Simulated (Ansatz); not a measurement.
Results of LDA (plane waves, PAW; Ansatz, a program for electronic structure) for Ge₂Sb₂Te₅ (model structure, R-3m, No. 166, 9 atoms in the cell).

Settings: plane-wave cutoff 520 eV, 10×10×10 k mesh, Fermi–Dirac smearing 0.01 eV, scalar-relativistic PAW data made under PBE.

Cell (relaxed at this level):

Space group R-3m, hexagonal axes (No. 166); a = b = 4.1789 Å, c = 51.0271 Å, α = β = 90.00°, γ = 120.00°

```json
[
 {"atom": "Te", "site": "3a", "symmetry": "-3m", "x": "0.0000", "y": "0.0000", "z": "0.0000"},
 {"atom": "Ge", "site": "6c", "symmetry": "3m", "x": "0.0000", "y": "0.0000", "z": "0.3003"},
 {"atom": "Te", "site": "6c", "symmetry": "3m", "x": "0.0000", "y": "0.0000", "z": "0.3988"},
 {"atom": "Sb", "site": "6c", "symmetry": "3m", "x": "0.0000", "y": "0.0000", "z": "0.1044"},
 {"atom": "Te", "site": "6c", "symmetry": "3m", "x": "0.0000", "y": "0.0000", "z": "0.1952"}
]
```
(The calculation used a cell of 9 atoms; values per cell refer to that cell.)

**Question.** Estimate the band gap that the calculation returns.

**Answer.** 
- band gap = 0.16 eV (on the SCF k mesh)

Note: the relaxation could raise the start's symmetry but not lower it, so the cell can be a saddle point.

Spin–orbit coupling is not included; it can close the smallest gap of 0.16 eV.

Computing time: about 30 core-minutes (a rough figure).

A model structure was made by putting elements into a prototype or built by hand; it is no filed structure, need not be a known phase, and can be a saddle point held by its symmetry.
